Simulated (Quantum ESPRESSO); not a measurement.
Quantum ESPRESSO run on CaGe2Pd2 (I4mm, 5 atoms in the cell): self-consistent single point.

Method: PBEsol, PSlibrary ultrasoft (PBE) pseudopotentials (plane waves; Quantum ESPRESSO).

```xyz
5
Lattice="-2.1438 2.1438 5.0308 2.1438 -2.1438 5.0308 2.1438 2.1438 -5.0308" Properties=species:S:1:pos:R:3 pbc="T T T"
Ca     0.0000     0.0000     0.0500
Ge     0.0000     0.0000     3.7853
Ge     0.0000     0.0000     6.2763
Pd     0.0000     2.1438     2.5154
Pd     2.1438     0.0000     2.5154
```

Reference input (self-consistent single point, DFT, PBEsol, plane waves, PSlibrary ultrasoft (PBE) pseudopotentials): ecutwfc = 50 Ry; ecutrho = 600 Ry; occupations = smearing; smearing = gauss; degauss = 0.0073499 Ry; input_dft = pbesol; K_POINTS = automatic 5 5 5 0 0 0; conv_thr = 1e-09 Ry; mixing_beta = 0.4. This run's input differs from it in these lines:

```diff
@@ -15,3 +15,3 @@
   smearing = 'gauss'
-  degauss = 0.0073499
+  degauss = 0.073499
   input_dft = 'pbesol'
@@ -33,3 +33,3 @@
 K_POINTS {automatic}
-5 5 5  0 0 0
+8 8 8  0 0 0
 CELL_PARAMETERS {angstrom}
```

Log, with long lists cut:

```
     Self-consistent Calculation

     iteration #  1     ecut=    50.00 Ry     beta= 0.40

     Threshold (ethr) on eigenvalues was too large:
     Diagonalizing with lowered threshold

     total energy              =    -233.69893439 Ry
     estimated scf accuracy    <       0.43001423 Ry

     iteration #  2     ecut=    50.00 Ry     beta= 0.40

     total energy              =    -233.81712139 Ry
     estimated scf accuracy    <       0.29599877 Ry

     iteration #  3     ecut=    50.00 Ry     beta= 0.40

     total energy              =    -233.85095993 Ry
     estimated scf accuracy    <       0.01033100 Ry

   [... 9 blocks of this kind left out ...]

     iteration # 13     ecut=    50.00 Ry     beta= 0.40

     total energy              =    -233.85828909 Ry
     estimated scf accuracy    <          1.4E-09 Ry

     iteration # 14     ecut=    50.00 Ry     beta= 0.40
     End of self-consistent calculation

     the Fermi energy is    10.3116 ev

!    total energy              =    -233.85828909 Ry
     estimated scf accuracy    <          4.9E-12 Ry
     smearing contrib. (-TS)   =      -0.08405822 Ry
     internal energy E=F+TS    =    -233.77423087 Ry

     convergence has been achieved in  14 iterations

     Forces acting on atoms (cartesian axes, Ry/au):

     atom    1 type  1   force =    -0.00000000    0.00000000   -0.00648311
     atom    2 type  2   force =     0.00000000    0.00000000    0.00748066
     atom    3 type  2   force =     0.00000000    0.00000000   -0.00533850
     atom    4 type  3   force =     0.00000000    0.00000000    0.00217048
     atom    5 type  3   force =     0.00000000    0.00000000    0.00217048

     Total force =     0.011658     Total SCF correction =     0.000002

          total   stress  (Ry/bohr**3)                   (kbar)     P=       11.88
   0.00005843   0.00000000  -0.00000000            8.59        0.00       -0.00
   0.00000000   0.00005843   0.00000000            0.00        8.59        0.00
  -0.00000000   0.00000000   0.00012537           -0.00        0.00       18.44

   JOB DONE.
```

The run converged in 14 iterations. Against the reference run the free energy goes down by 117 meV/atom, the pressure goes from 0.52 to 1.19 GPa and the largest force goes from 0.172 to 0.192 eV/Å.

The starting cell comes from a database of computed structures (which also holds hypothetical and non-ambient phases and stackings), without a prior relaxation at this level. Its lattice was rescaled by up to half a per cent. One atom was moved a little off its site on purpose. Spin polarisation is off.

Cost on one core of a shared machine: roughly 4 min.
